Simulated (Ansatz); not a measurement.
Cells marked so need not be the phases stable at ambient conditions, and some may be hypothetical.

No gap correction and no spin-orbit coupling; mid-gap values are interpolated between computed energies.

A. SnS2 (P6_3mc, not sure to be the ambient phase, 6 atoms a cell, 22.6 Å³ an atom), along the normal of (001)
B. LuAlO$_{3}$ (R-3c, not sure to be the ambient phase, 10 atoms a cell, 10.0 Å³ an atom, -4 GPa at this level), along the normal of (001)
C. Zr₃N₄ (R-3m, not sure to be the ambient phase, 7 atoms a cell, 12.3 Å³ an atom, -5 GPa at this level), along the normal of (001)

Question: Rank these by mid-gap decay constant of the slowest evanescent state (highest first), as PBEsol run with Ansatz (a program for electronic structure) gives it.

Answer: B (0.32 1/Å), C (0.20 1/Å), A (0.12 1/Å)
